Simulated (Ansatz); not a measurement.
## TaSnO (model structure, started from the ZrSiS type, P4/nmm, No. 129, 6 atoms in the cell)

All values below come from PBEsol (PAW; Ansatz, an electronic-structure program).

Run with plane-wave cutoff 520 eV, 16×16×8 k mesh (along the axes of the cell as run), Fermi–Dirac smearing 0.05 eV, scalar-relativistic PAW data made under PBE.

Cell (relaxed at this level):

```yaml
crystal:
  lattice:
    - [3.98244, 0.00000, 0.00000]
    - [0.00000, 3.98244, 0.00000]
    - [0.00000, 0.00000, 6.61631]
  atoms:
    - { symbol: Ta, position: [0.00000, 0.50000, 0.67292] }
    - { symbol: Ta, position: [0.50000, 0.00000, 0.32708] }
    - { symbol: Sn, position: [0.00000, 0.00000, 0.00000] }
    - { symbol: Sn, position: [0.50000, 0.50000, 0.00000] }
    - { symbol: O, position: [0.50000, 0.00000, 0.60792] }
    - { symbol: O, position: [0.00000, 0.50000, 0.39208] }
```

- band gap = none
- bulk modulus B0 = 40.4 GPa

Note: the bulk modulus is −V dP/dV from two relaxed cells at ±2 % in volume; the relaxation could raise the start's symmetry but not lower it, so the cell can be a saddle point.

Spin–orbit coupling is not included; it can open a gap where bands touch, and shift volumes and moduli.

A model structure was made by putting elements into a prototype or built by hand; it is no filed structure, need not be a known phase, and can be a saddle point held by its symmetry.
